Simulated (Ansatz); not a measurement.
Electronic density of states of amorphous Ga24O39Y2, density 5.01 g/cm³, on a 2×2×2 Γ-centred mesh with a Gaussian width of 0.1 eV; energies count from the Fermi level, whose place inside the gap is arbitrary. Cell and mesh are small, so fine structure isn't converged. Computed with PBE, scalar-relativistic without spin-orbit coupling (plane waves to 420 eV, PAW; Ansatz, a quantum-chemistry and plane-wave program). Sampling: a 2×2×2 Γ-centred mesh; Fermi-Dirac width 0.02 eV; no spin polarisation. At PBE the levels at the filled edge of the gap are localised (band-tail or defect states), and the nearest spread-out levels lie 2.2 eV apart at the zone centre.

The cell was made by melting and quenching with the CHGNet potential and then relaxed with DFT. O atoms were pushed apart under 1.9 Å during the dynamics, to hinder bonds among them. The hot cell started wider than the set density and was brought back towards it in steps. It is the lowest in DFT energy of 2 quenches. It is a model cell: composition and starting density were chosen by hand, and all elements were melted together. No dispersion term was used. Its density started from a set value of 5.01 and ended at 5.01 g/cm³. Cooling (nominally 220 K/ps over its main leg) ran many orders faster than in experiment, which tends to leave more defects and strain. Values belong to this one cell and scatter from quench to quench. The volume was held where the preparation left it and the shape relaxed, at a PBE pressure of 0.6 GPa. Stress components on the final sampling reach 0.6 GPa.

(E - EF (eV), states/(eV atom)): (-12.00, 0.00); (-11.90, 0.00); (-11.80, 0.00); (-11.70, 0.00); (-11.60, 0.00); (-11.50, 0.00); (-11.40, 0.00); (-11.30, 0.00); (-11.20, 0.00); (-11.10, 0.00); (-11.00, 0.00); (-10.90, 0.00); (-10.80, 0.00); (-10.70, 0.00); (-10.60, 0.00); (-10.50, 0.00); (-10.40, 0.00); (-10.30, 0.00); (-10.20, 0.00); (-10.10, 0.00); (-10.00, 0.00); (-9.90, 0.00); (-9.80, 0.00); (-9.70, 0.00); (-9.60, 0.00); (-9.50, 0.00); (-9.40, 0.00); (-9.30, 0.00); (-9.20, 0.00); (-9.10, 0.00); (-9.00, 0.00); (-8.90, 0.00); (-8.80, 0.00); (-8.70, 0.00); (-8.60, 0.00); (-8.50, 0.00); (-8.40, 0.00); (-8.30, 0.00); (-8.20, 0.00); (-8.10, 0.00); (-8.00, 0.04); (-7.90, 0.13); (-7.80, 0.22); (-7.70, 0.30); (-7.60, 0.36); (-7.50, 0.35); (-7.40, 0.35); (-7.30, 0.33); (-7.20, 0.32); (-7.10, 0.33); (-7.00, 0.31); (-6.90, 0.31); (-6.80, 0.34); (-6.70, 0.34); (-6.60, 0.29); (-6.50, 0.27); (-6.40, 0.24); (-6.30, 0.23); (-6.20, 0.25); (-6.10, 0.26); (-6.00, 0.26); (-5.90, 0.24); (-5.80, 0.22); (-5.70, 0.25); (-5.60, 0.32); (-5.50, 0.37); (-5.40, 0.41); (-5.30, 0.47); (-5.20, 0.49); (-5.10, 0.48); (-5.00, 0.51); (-4.90, 0.49); (-4.80, 0.48); (-4.70, 0.52); (-4.60, 0.54); (-4.50, 0.58); (-4.40, 0.55); (-4.30, 0.52); (-4.20, 0.57); (-4.10, 0.61); (-4.00, 0.59); (-3.90, 0.53); (-3.80, 0.58); (-3.70, 0.61); (-3.60, 0.64); (-3.50, 0.65); (-3.40, 0.66); (-3.30, 0.65); (-3.20, 0.66); (-3.10, 0.68); (-3.00, 0.74); (-2.90, 0.75); (-2.80, 0.73); (-2.70, 0.75); (-2.60, 0.77); (-2.50, 0.76); (-2.40, 0.83); (-2.30, 0.85); (-2.20, 0.91); (-2.10, 0.96); (-2.00, 1.04); (-1.90, 0.98); (-1.80, 0.92); (-1.70, 0.88); (-1.60, 0.78); (-1.50, 0.71); (-1.40, 0.62); (-1.30, 0.47); (-1.20, 0.26); (-1.10, 0.16); (-1.00, 0.12); (-0.90, 0.15); (-0.80, 0.13); (-0.70, 0.02); (-0.60, 0.00); (-0.50, 0.00); (-0.40, 0.00); (-0.30, 0.00); (-0.20, 0.00); (-0.10, 0.00); (0.00, 0.00); (0.10, 0.00); (0.20, 0.00); (0.30, 0.00); (0.40, 0.00); (0.50, 0.00); (0.60, 0.00); (0.70, 0.01); (0.80, 0.02); (0.90, 0.01); (1.00, 0.00); (1.10, 0.00); (1.20, 0.00); (1.30, 0.00); (1.40, 0.00); (1.50, 0.00); (1.60, 0.02); (1.70, 0.04); (1.80, 0.04); (1.90, 0.03); (2.00, 0.05); (2.10, 0.05); (2.20, 0.05); (2.30, 0.06); (2.40, 0.07); (2.50, 0.07); (2.60, 0.09); (2.70, 0.07); (2.80, 0.07); (2.90, 0.07); (3.00, 0.07); (3.10, 0.08); (3.20, 0.09); (3.30, 0.09); (3.40, 0.10); (3.50, 0.17); (3.60, 0.21); (3.70, 0.21); (3.80, 0.20); (3.90, 0.21); (4.00, 0.23); (4.10, 0.27); (4.20, 0.29); (4.30, 0.29); (4.40, 0.32); (4.50, 0.37); (4.60, 0.38); (4.70, 0.32); (4.80, 0.28); (4.90, 0.32); (5.00, 0.35); (5.10, 0.32); (5.20, 0.35); (5.30, 0.38); (5.40, 0.39); (5.50, 0.37); (5.60, 0.35); (5.70, 0.31); (5.80, 0.28); (5.90, 0.31); (6.00, 0.30); (6.10, 0.33); (6.20, 0.36); (6.30, 0.36); (6.40, 0.31); (6.50, 0.35); (6.60, 0.39); (6.70, 0.34); (6.80, 0.30); (6.90, 0.33); (7.00, 0.35); (7.10, 0.37)

The level gap on this mesh is 1.66 eV; the broadening fills part of it in the curve.
